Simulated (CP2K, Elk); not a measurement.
A CP2K input for a self-consistent single point of ZrO₂ (Fm-3m, 3 atoms in the cell) (DFT PBE, GPW, DZVP-MOLOPT-SR-GTH basis, GTH-PBE potentials (GTH_POTENTIALS)):

```
&GLOBAL
  PROJECT zro2
  RUN_TYPE ENERGY_FORCE
  PRINT_LEVEL MEDIUM
&END GLOBAL
&FORCE_EVAL
  METHOD Quickstep
  STRESS_TENSOR ANALYTICAL
  &DFT
    BASIS_SET_FILE_NAME BASIS_MOLOPT
    POTENTIAL_FILE_NAME GTH_POTENTIALS
    &QS
      METHOD GPW
      EPS_DEFAULT 1E-10
    &END QS
    &MGRID
      CUTOFF 500
      REL_CUTOFF 50
      NGRIDS 5
    &END MGRID
    &SCF
      SCF_GUESS ATOMIC
      EPS_SCF 1E-6
      MAX_SCF 100
      ADDED_MOS 5
      &DIAGONALIZATION
        ALGORITHM STANDARD
      &END DIAGONALIZATION
      &MIXING
        METHOD BROYDEN_MIXING
        ALPHA 0.2
        NBUFFER 8
        BETA 1
      &END MIXING
      &SMEAR ON
        METHOD FERMI_DIRAC
        ELECTRONIC_TEMPERATURE [K] 580.23
      &END SMEAR
    &END SCF
    &KPOINTS
      SCHEME MONKHORST-PACK 6 6 6
      GAMMA_CENTERED T
    &END KPOINTS
    &XC
      &XC_FUNCTIONAL PBE
      &END XC_FUNCTIONAL
    &END XC
    &PRINT
      &MO
        EIGENVALUES T
        OCCUPATION_NUMBERS T
        NDIGITS 8
        FILENAME mo
        &EACH
          QS_SCF 0
        &END EACH
        ADD_LAST NUMERIC
      &END MO
      &MULLIKEN ON
      &END MULLIKEN
    &END PRINT
  &END DFT
  &SUBSYS
    &CELL
      A 3.64128300 0.00000000 0.00000000
      B 1.82064200 3.15344400 0.00000000
      C 1.82064200 1.05114800 2.97309500
      PERIODIC XYZ
    &END CELL
    &COORD
      SCALED
      Zr       0.00000000     0.00000000     0.00000000
      O        0.25000000     0.25000000     0.25000000
      O        0.75000000     0.75000000     0.75000000
    &END COORD
    &KIND Zr
      BASIS_SET DZVP-MOLOPT-SR-GTH-q12
      POTENTIAL GTH-PBE-q12
    &END KIND
    &KIND O
      BASIS_SET DZVP-MOLOPT-SR-GTH-q6
      POTENTIAL GTH-PBE-q6
    &END KIND
  &END SUBSYS
  &PRINT
    &FORCES ON
    &END FORCES
    &STRESS_TENSOR ON
    &END STRESS_TENSOR
  &END PRINT
&END FORCE_EVAL
```

### Question
Translate this input to Elk.

### Answer
One input that does it (others would too):

```
tasks
  0

xctype
  20

tforce
  .true.

rgkmax
  8.0

gmaxvr
  18.0

lmaxapw
  10

lmaxo
  8

nxlo
  2

lorbcnd
  .true.

lradstp
  2

nrmtscf
  2.0

rmtscf
  0.9

lmaxi
  4

stype
  3

swidth
  0.00183747

avec
    0.0000000000    4.8656214723    4.8656214723
    4.8656214723    0.0000000000    4.8656214723
    4.8656214723    4.8656214723    0.0000000000

sppath
  'species/'

atoms
  2   : nspecies
  'Zr.in'   : spfname
  1   : natoms; atposl, bfcmt below
  0.0000000000  0.0000000000  0.0000000000    0.0 0.0 0.0
  'O.in'   : spfname
  2   : natoms; atposl, bfcmt below
  0.2500000000  0.2500000000  0.2500000000    0.0 0.0 0.0
  0.7500000000  0.7500000000  0.7500000000    0.0 0.0 0.0

ngridk
  6 6 6
```

Basis settings and potentials, where a program has them, do not carry over. This input uses DFT, PBE, all-electron FP-LAPW, Elk's shipped species files, APW+lo basis with extra local orbitals. Both were run: gap on the mesh 3.237 eV in CP2K and 3.273 in Elk.

On CP2K: the starting cell has typed, rounded lattice constants, without a prior relaxation at this level. Its lattice was rescaled by a random factor within 2.5 % of one. Values carry the incompleteness of an atom-centred basis. With a pressure of about -5 GPa the cell is away from its equilibrium volume at this level.

On Elk: the starting cell has typed, rounded lattice constants, without a prior relaxation at this level. Its lattice was rescaled by a random factor within 2.5 % of one. Values depend on the basis (sphere radii, cutoffs, local orbitals), which need not be converged.
